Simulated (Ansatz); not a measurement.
SiTe (model structure, started from the SnO type, P4/nmm, No. 129, 4 atoms in the cell), treated with r²SCAN (Ansatz, a first-principles code, PAW).

Run with plane-wave cutoff 560 eV, 12×12×10 k mesh (along the axes of the cell as run), Fermi–Dirac smearing 0.05 eV, scalar-relativistic PAW data made under PBE.

Cell (relaxed at this level):

Space group P4/nmm, origin choice 1 (No. 129); a = b = 5.1206 Å, c = 4.3161 Å, α = β = γ = 90.00°

| atom | site | symmetry | x | y | z |
|---|---|---|---|---|---|
| Si | 2c | 4mm | 0.0000 | 0.5000 | 0.2489 |
| Te | 2a | -4m2 | 0.0000 | 0.0000 | 0.0000 |

Task: Give the computed bulk modulus.

Result: 
bulk modulus: 13.2 GPa

The run finds no gap.

Note: the bulk modulus is −V dP/dV from two relaxed cells at ±2 % in volume; the relaxation could raise the start's symmetry but not lower it, so the cell can be a saddle point.

Spin–orbit coupling is not included; it can open a gap where bands touch, and shift volumes and moduli.

The computed numbers hold no vibrational or temperature effects.

A model structure was made by putting elements into a prototype or built by hand; it is no filed structure, need not be a known phase, and can be a saddle point held by its symmetry.
